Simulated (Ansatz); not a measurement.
Ansatz (a quantum-chemistry and plane-wave program) run on HfGa3 (I4mm, 4 atoms in the cell): self-consistent single point.

Method: LDA (PW92), default PAW files made with PBE (plane waves; Ansatz).

The change in words: lattice scaled by 0.98; basis.ecutwfc: 420 eV → 170 eV. Reference geometry:
```yaml
crystal:
  lattice:
    - [-1.92277, 1.92277, 4.48780]
    - [1.92277, -1.92277, 4.48780]
    - [1.92277, 1.92277, -4.48780]
  atoms:
    - { symbol: Hf, position: [0.00557, 0.00557, 0.00000] }
    - { symbol: Ga, position: [0.50000, 0.50000, 0.00000] }
    - { symbol: Ga, position: [0.75000, 0.25000, 0.50000] }
    - { symbol: Ga, position: [0.25000, 0.75000, 0.50000] }
```

Reference input (self-consistent single point, DFT, LDA (PW92), plane waves, default PAW files made with PBE): basis.ecutwfc = 420 eV; kpoints.mp_grid.grid = 7 7 7; hamiltonian.xc = lda; hamiltonian.pseudopotentials = {kind: paw} (the program's default PAW files); scf.occupations.method = gaussian; scf.occupations.width = 0.1 eV. This run's input differs from it in these lines:

Ansatz 0.2 input:
```diff
@@ -3,5 +3,5 @@
   lattice:
-    - [-1.922769, 1.922769, 4.487801]
-    - [1.922769, -1.922769, 4.487801]
-    - [1.922769, 1.922769, -4.487801]
+    - [-1.884314, 1.884314, 4.398045]
+    - [1.884314, -1.884314, 4.398045]
+    - [1.884314, 1.884314, -4.398045]
   atoms:
@@ -12,3 +12,3 @@
 basis:
-  ecutwfc: 420.0
+  ecutwfc: 170.0
 kpoints:
```

Log, with long lists cut:

```
SCF iter   1: F=—  HF=-26546.799566 eV  |F-HF|=—  |Δ(HF+E_count)|=         —  Δρ=1.78e-1  dr2=8.73e0  ethr=1.77e-3  ⟨swp⟩=4.9  Hψ=4715  notcnv=0
all-band conjugate gradients solve this SCF's bands
preconditioner: auto → Kerker (q_TF=auto, 2.746 Å⁻¹)
SCF iter   2: F=—  HF=-26523.226209 eV  |F-HF|=—  |Δ(HF+E_count)|=    2.36e1  Δρ=3.86e-2  dr2=4.58e-1  ethr=1.77e-3  ⟨swp⟩=3.0  Hψ=4046  notcnv=0  defer=67
   [... lines left out ...]
SCF iter   5: F=—  HF=-26521.330687 eV  |F-HF|=—  |Δ(HF+E_count)|=   9.27e-3  Δρ=1.36e-3  dr2=1.21e-3  ethr=2.82e-5  ⟨swp⟩=2.2  Hψ=2558  notcnv=0  defer=67
SCF iter   6: F=—  HF=-26521.330150 eV  |F-HF|=—  |Δ(HF+E_count)|=   5.36e-4  Δρ=4.57e-4  dr2=5.45e-5  ethr=1.87e-6  ⟨swp⟩=2.0  Hψ=2811  notcnv=0  defer=67
SCF iter   7: F=—  HF=-26521.330130 eV  |F-HF|=—  |Δ(HF+E_count)|=   1.96e-5  Δρ=4.46e-5  dr2=9.96e-7  ethr=8.38e-8  ⟨swp⟩=2.0  Hψ=2830  notcnv=0  defer=67
SCF iter   8: F=-26521.330130 eV  HF=-26521.330130 eV  |F-HF|=6.45e-8  |Δ(HF+E_count)|=   3.83e-7  Δρ=8.21e-6  dr2=6.60e-8  ethr=1.54e-10  ⟨swp⟩=8.3  Hψ=5686  notcnv=0
SCF 1 converged in 8 iterations: F = -26521.330130 eV  dr2 = 6.60e-8
Free energy (F): -26521.330130 eV
Internal energy: -26521.326839 eV  (E = F + TS)
E sigma→0 (E₀):  -26521.328485 eV
Entropy (-TS):   -0.003291 eV (-0.823 meV/atom)
Fermi energy:    15.654874 eV
--- Forces (eV/Å), atoms counted from 1 ---
  atom   1  Hf    -0.00000000     0.00000000     0.30885114
  atom   2  Ga     0.00000000    -0.00000000    -0.37533261
  atom   3  Ga     0.00000000    -0.00000000     0.03348256
  atom   4  Ga    -0.00000000     0.00000000     0.03348256
--- Stress (GPa, compression-positive) ---
       -0.799077      -0.000000      -0.000000
       -0.000000      -0.799077       0.000000
       -0.000000      -0.000000     -16.211271
  P = ⅓ Tr σ = -5.9365 GPa (-59.365 kbar)
  The stress holds the Pulay correction. Without it, at fixed plane waves, as pw.x and ABINIT print it: P = -706.4192 GPa
```

The run converged in 8 iterations. Against the reference run the free energy goes up by 19.6 eV/atom, the pressure goes from -3.86 to -5.94 GPa and the largest force goes from 0.314 to 0.375 eV/Å.

The starting cell comes from a database of computed structures (which also holds hypothetical and non-ambient phases and stackings), without a prior relaxation at this level. Its lattice was rescaled by up to half a per cent. One atom was moved a little off its site on purpose. For this run, on top of that: lattice scaled by 0.98. Ansatz's pressure includes its estimate of the finite-basis (Pulay) stress. Without the estimate this run gives -706.42 GPa. The cutoff lies below the one recommended for these files.
